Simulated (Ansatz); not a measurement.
Take AlN in the wurtzite structure (space group P6_3mc, No. 186; a = 3.1138 Å, c = 4.9836 Å) as the base.

Perturbation: cell and atoms relaxed at a pressure of 30 GPa.

Levels (all Ansatz, an electronic-structure program, PAW): PBEsol (420 eV, spin-orbit coupling left out); r2SCAN (500 eV, no spin-orbit coupling); HSE06 (420 eV, no SOC).

At the geometry relaxed with PBEsol, these levels gave the following band gaps, in shuffled order: (a) 4.91 eV, (b) 5.75 eV, (c) 6.41 eV.

Q: Match each gap to its level.

A: (a) PBEsol; (b) r2SCAN; (c) HSE06.

Single points use the geometry relaxed with PBEsol. The hybrid gap comes from the SCF mesh plus the semilocal run's edge points and a few special points and is an upper bound. Load acts through the strain it causes; cell and atoms are relaxed under it. Whether these cells are dynamically stable was not tested. Measured, AlN leaves this structure (for rock salt) near 14 GPa (temperature not stated; as listed in Datta, Sujoy, Jana, Debnarayan, arXiv (2020)), on rising pressure, with hysteresis.
